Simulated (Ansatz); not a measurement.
FeBr₃ (R-3, No. 148; cell taken from a computed entry)

The numbers are results of r²SCAN (plane waves, PAW; Ansatz, a first-principles code), not measurements.

Settings: plane-wave cutoff 500 eV, 8×8×8 k mesh, Fermi–Dirac smearing 0.05 eV, spin-polarised start, scalar-relativistic PAW data made under PBE.

Cell (relaxed at this level):

```
CELL_PARAMETERS angstrom
      3.24253     1.87207     6.41213
     -3.24253     1.87207     6.41213
      0.00000    -3.74415     6.41213
ATOMIC_POSITIONS crystal
  Fe 0.33359 0.33359 0.33359
  Fe 0.66641 0.66641 0.66641
  Br 0.71814 0.43486 0.07588
  Br 0.28186 0.56514 0.92412
  Br 0.07588 0.71814 0.43486
  Br 0.92412 0.28186 0.56514
  Br 0.43486 0.07588 0.71814
  Br 0.56514 0.92412 0.28186
```

```json
{
  "band_gap": "0.98 eV (on the SCF k mesh)"
}
```

Note: the magnetic order was assumed, not searched for or taken from measurement; a magnet's gap depends somewhat on the PAW data; the cell comes from a level without a dispersion term, which matters for the spacing of layers, chains or molecules; the relaxation could not lower the start's symmetry, so the cell can be a saddle point above a distorted one; the cell has widely spaced layers and the level no dispersion term, so their spacing and the moduli can rest on weak binding.

Spin–orbit coupling is not included.
